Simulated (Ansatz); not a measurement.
# Fermi-surface data of Ti$_{2}$C (R-3m)

```xyz
3
Lattice="1.5263 0.8812 4.7725 -1.5263 0.8812 4.7725 0.0000 -1.7624 4.7725" Properties=species:S:1:pos:R:3 pbc="T T T"
Ti     0.0000     0.0000     3.5202
Ti     0.0000     0.0000    10.7972
C      0.0000     0.0000     7.1587
```

Level of theory: PBEsol, rigid bands (plane waves, PAW, scalar-relativistic; Ansatz, a quantum-chemistry and plane-wave program). Cell: cell and atoms relaxed with PBEsol.

```
Item                                                               Result
------------------------------------  -----------------------------------
density of states at the Fermi level    1.91 states/(eV·cell), both spins
bare Sommerfeld coefficient                     1.50 mJ/(mol of atoms·K²)
Drude plasma energy                          4.0 (x), 4.0 (y), 3.0 (z) eV
root-mean-square Fermi velocity                                 3.2e5 m/s
resistivity times τ                   31 (x), 31 (y), 55 (z) ×10⁻²² Ω·m·s
```

A metal at this level (no band gap); rigid bands, thermally averaged at 300 K, both spins. Spin-orbit coupling is left out. τ is one relaxation time for all states.

Computed structure with no diffraction record at hand here (it may be known, metastable or hypothetical): Ti2C (R-3m).
